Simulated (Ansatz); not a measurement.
**Zn4TeS3 (model structure, P-4m2, No. 115, 8 atoms in the cell): properties by level of theory**

```csv
level (code),lattice constant a (Å),c axis length (Å),bulk modulus (GPa),cohesive energy (eV/atom),band gap (eV)
LDA (Ansatz),3.883,10.869,76.5,3.49,1.10
PBE (Ansatz),3.992,11.196,61.0,2.69,1.00
PBEsol (Ansatz),3.927,10.996,69.7,3.08,1.06
r²SCAN (Ansatz),3.956,11.056,69.3,2.96,1.59
```

Computed values are for a static lattice. Levels without +SOC have no spin–orbit coupling; where heavier elements are present it shifts gaps, mostly down, and can invert bands.  Each level is taken at its own relaxed cell. Cutoffs differ between the levels. Ansatz's density-functional and Hartree–Fock values are scalar-relativistic unless marked +SOC, with PAW data made under PBE.

Caveats: the bulk modulus is −V dP/dV from two relaxed cells at ±2 % in volume (LDA, PBE, PBEsol, r²SCAN). Ansatz's density-functional and Hartree–Fock values are scalar-relativistic unless marked +SOC, with PAW data made under PBE.

Free atoms are spin-polarised, in the lowest state found; at levels without +SOC their spin–orbit coupling is left out.

Computed values are for the static lattice.

A model structure was made by putting elements into a prototype or built by hand; it is no filed structure, need not be a known phase, and can be a saddle point held by its symmetry.

Ansatz is a quantum-chemistry and plane-wave program.
